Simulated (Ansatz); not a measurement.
Results of LDA in Ansatz (plane waves, PAW) for zinc-blende BaS (model structure).

Run with plane-wave cutoff 500 eV, 10×10×10 k mesh, Fermi–Dirac smearing 0.05 eV, scalar-relativistic PAW data made under PBE.

Cell (relaxed at this level):

```xyz
2
Lattice="0.0000 3.4333 3.4333 3.4333 0.0000 3.4333 3.4333 3.4333 0.0000" Properties=species:S:1:pos:R:3 pbc="T T T"
Ba     0.0000     0.0000     0.0000
S      1.7167     1.7167     1.7167
```

### Question
Predict the band gap.

### Answer

band gap: 2.50 eV (on the SCF k mesh)

Note: the relaxation could raise the start's symmetry but not lower it, so the cell can be a saddle point.

Spin–orbit coupling is not included.

Computed values are for the static lattice.

A model structure was made by putting elements into a prototype or built by hand; it is no filed structure, need not be a known phase, and can be a saddle point held by its symmetry.

Ansatz is an electronic-structure program.
